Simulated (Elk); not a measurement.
## Worked example: self-consistent single point of CaGa2 (P6/mmm, 3 atoms in the cell) in Elk

Method of the run: PBEsol, all-electron FP-LAPW, Elk's shipped species files, APW+lo basis with extra local orbitals (Elk).

This input was run:

```
tasks
  0

xctype
  22

tforce
  .true.

rgkmax
  8.0

gmaxvr
  18.0

lmaxapw
  10

lmaxo
  8

nxlo
  2

lorbcnd
  .true.

lradstp
  2

nrmtscf
  2.0

rmtscf
  0.9

lmaxi
  4

stype
  3

swidth
  0.00367493

scale
  1.889726125

avec
    4.2388597442    0.0000000594    0.0000000000
   -2.1194299235    3.6709601919    0.0000000000
    0.0000000000    0.0000000000    4.4164100000

sppath
  './'

atoms
  2   : nspecies
  'Ca.in'   : spfname
  1   : natoms; atposl, bfcmt below
  0.0000000000  0.0000000000  0.0000000000    0.0 0.0 0.0
  'Ga.in'   : spfname
  2   : natoms; atposl, bfcmt below
  0.3333333333  0.6666666667  0.5000000000    0.0 0.0 0.0
  0.6666666667  0.3333333333  0.5000000000    0.0 0.0 0.0

ngridk
  7 7 6
```

The program printed (abridged):

```
│ Elk code version 10.2.4 │

All units are atomic (Hartree, Bohr, etc.)

│ Ground-state run starting from atomic densities │

Lattice vectors :
   8.010283999      0.1122497318E-06   0.000000000
  -4.005142097       6.937109378       0.000000000
   0.000000000       0.000000000       8.345805356

Unit cell volume      :    463.7615206
Brillouin zone volume :   0.5348658792

Muffin-tin inner radius fraction :   0.1000000000E-01

Nuclei treated as point charges

Species :    1 (Ca)
 parameters loaded from : Ca.in
 name : calcium
 nuclear charge    :   -20.00000000
 electronic charge :    20.00000000
 atomic mass :    73057.72469
 muffin-tin radius :    2.160000000
 number of radial points in muffin-tin :    999
 atomic positions (lattice), magnetic fields (Cartesian) :
   1 :   0.00000000  0.00000000  0.00000000    0.00000000  0.00000000  0.00000000

Species :    2 (Ga)
 parameters loaded from : Ga.in
 name : gallium
 nuclear charge    :   -31.00000000
 electronic charge :    31.00000000
 atomic mass :    127097.2538
 muffin-tin radius :    2.160000000
 number of radial points in muffin-tin :    999
 atomic positions (lattice), magnetic fields (Cartesian) :
   1 :   0.33333333 -0.33333333  0.50000000    0.00000000  0.00000000  0.00000000
   2 :  -0.33333333  0.33333333  0.50000000    0.00000000  0.00000000  0.00000000

Total number of atoms per unit cell :    3

Spin treatment :
 spin-unpolarised

Number of Bravais lattice symmetries :   24
Number of crystal symmetries         :   24
Crystal has inversion symmetry
Real symmetric eigensolver will be used

k-point grid :      7     7     6
k-point offset :    0.000000000       0.000000000       0.000000000
k-point set is reduced with full crystal symmetry group
Total number of k-points :       32

Muffin-tin radius times maximum |G+k| :    8.000000000
 using average radius
Maximum |G+k| for APW functions       :    3.703703704
   [... lines left out ...]
Maximum |G| for potential and density :    18.00000000
 potential will be trimmed for |G| > 2 gkmax
Constant for pseudocharge density :   10
Radial integration step length :    2

G-vector grid sizes :     48    48    48
Number of G-vectors :    45587

Maximum angular momentum used for
 APW functions                      :   10
 outer part of muffin-tin           :    8
 inner part of muffin-tin           :    4

Total nuclear charge    :   -82.00000000
Total core charge       :    46.00000000
Total valence charge    :    36.00000000
Total excess charge     :    0.000000000
Total electronic charge :    82.00000000

Effective Wigner radius, rₛ :    1.105259059

Number of empty states         :   12
Total number of valence states :   30
Total number of core states    :   46

Conduction state local-orbitals added automatically
Total number of local-orbitals :  323

Exchange-correlation functional :     22     0     0
 PBEsol, Phys. Rev. Lett. 100, 136406 (2008)
 gradient requirement :    1
 generalised gradient approximation (GGA)

Smearing type :    3
 Fermi-Dirac
Smearing width :   0.3674930000E-02
Effective electronic temperature (K) :    1160.451112

Mixing type :    3
 Broyden mixing, J. Phys. A: Math. Gen. 17, L317 (1984)

Kohn-Sham potential initialised from atomic data
│ Self-consistent loop started │
│ Loop number : 1 │
 total energy                :     -4566.38349255
│ Loop number : 2 │
 total energy                :     -4566.45561736
RMS change in Kohn-Sham potential (target) :   0.1521157300     (  0.1000000000E-05)
Absolute change in total energy (target)   :   0.7212481546E-01 (  0.1000000000E-03)
│ Loop number : 3 │
 total energy                :     -4566.31408287
RMS change in Kohn-Sham potential (target) :   0.1464360533     (  0.1000000000E-05)
Absolute change in total energy (target)   :   0.1235032876     (  0.1000000000E-03)
│ Loop number : 4 │
 total energy                :     -4565.47045683
RMS change in Kohn-Sham potential (target) :   0.6307139460E-01 (  0.1000000000E-05)
Absolute change in total energy (target)   :   0.8745018610     (  0.1000000000E-03)
│ Loop number : 5 │
 total energy                :     -4565.05126033
RMS change in Kohn-Sham potential (target) :   0.1887617273E-01 (  0.1000000000E-05)
Absolute change in total energy (target)   :   0.6378219662     (  0.1000000000E-03)
   [... lines left out ...]
Absolute change in total energy (target)   :   0.6030489894E-03 (  0.1000000000E-03)
│ Loop number : 11 │
 total energy                :     -4564.95291974
RMS change in Kohn-Sham potential (target) :   0.6399656436E-05 (  0.1000000000E-05)
Absolute change in total energy (target)   :   0.9709709211E-03 (  0.1000000000E-03)
│ Loop number : 12 │
 total energy                :     -4564.95276467
RMS change in Kohn-Sham potential (target) :   0.2318460518E-05 (  0.1000000000E-05)
Absolute change in total energy (target)   :   0.3978140558E-03 (  0.1000000000E-03)
│ Loop number : 13 │
 total energy                :     -4564.95268629
RMS change in Kohn-Sham potential (target) :   0.1230296236E-06 (  0.1000000000E-05)
Absolute change in total energy (target)   :   0.1778352607E-03 (  0.1000000000E-03)
│ Loop number : 14 │
 total energy                :     -4564.95267972
RMS change in Kohn-Sham potential (target) :   0.4488285433E-07 (  0.1000000000E-05)
Absolute change in total energy (target)   :   0.5102601608E-04 (  0.1000000000E-03)
Convergence targets achieved

│ Loop number : 15 │

Energies :
 Fermi                       :     0.204387800662
 sum of eigenvalues          :     -2625.05209862
 electron kinetic            :      4646.52813177
 core electron kinetic       :      4332.90340542
 Coulomb                     :     -9027.72962024
 Coulomb potential           :     -7030.78581158
 nuclear-nuclear             :     -502.864286471
 electron-nuclear            :     -10018.9448560
 Hartree                     :      1494.07952219
 Madelung                    :     -5512.33671445
 xc potential                :     -240.794418814
 exchange                    :     -179.377769210
 correlation                 :     -4.37151575403
 electron entropic           :    -0.190377940473E-02
 total energy                :     -4564.95267721

Density of states at Fermi energy :    44.75527831
 (states/Hartree/unit cell)

Estimated indirect band gap :   0.1597037580E-02
 from k-point     20 to k-point     18
Estimated direct band gap   :   0.1401838946E-01
 at k-point      4

Charges :
 core                        :    46.00000000
 valence                     :    36.00000000
 interstitial                :    5.719225735
 muffin-tins (core leakage)
  species :    1 (Ca)
   atom    1                 :    17.83803867     (  0.2091195572E-06)
  species :    2 (Ga)
   atom    1                 :    29.22136780     (  0.2655349581E-02)
   atom    2                 :    29.22136780     (  0.2655349581E-02)
 total in muffin-tins        :    76.28077427
 total calculated charge     :    81.99460323
 total charge                :    82.00000000
 error                       :   0.5396771850E-02

│ Self-consistent loop stopped │

Forces :
 species :    1 (Ca)
  atom :    1
   Hellmann-Feynman          :     0.00000000    0.00000000    0.00000000
   IBS                       :    -0.00000000   -0.00000000    0.00000000
   total force               :    -0.00000000    0.00000000    0.00000000
   total magnitude           :     0.00000000
 species :    2 (Ga)
  atom :    1
   Hellmann-Feynman          :    -0.00000000    0.00000000    0.00000000
   IBS                       :     0.00000000   -0.00000000    0.00000000
   total force               :    -0.00000000   -0.00000000    0.00000000
   total magnitude           :     0.00000000
  atom :    2
   Hellmann-Feynman          :     0.00000000    0.00000000    0.00000000
   IBS                       :    -0.00000000    0.00000000    0.00000000
   total force               :     0.00000000    0.00000000    0.00000000
   total magnitude           :     0.00000000
```

The run converged in 15 iterations. The count includes the last loop, which Elk runs after its targets are met.

The starting cell comes from a database of computed structures (which also holds hypothetical and non-ambient phases and stackings), without a prior relaxation at this level. Values depend on the basis (sphere radii, cutoffs, local orbitals), which need not be converged. The log's line on a gap gives a spacing of levels on this mesh, which the program prints for metals too.
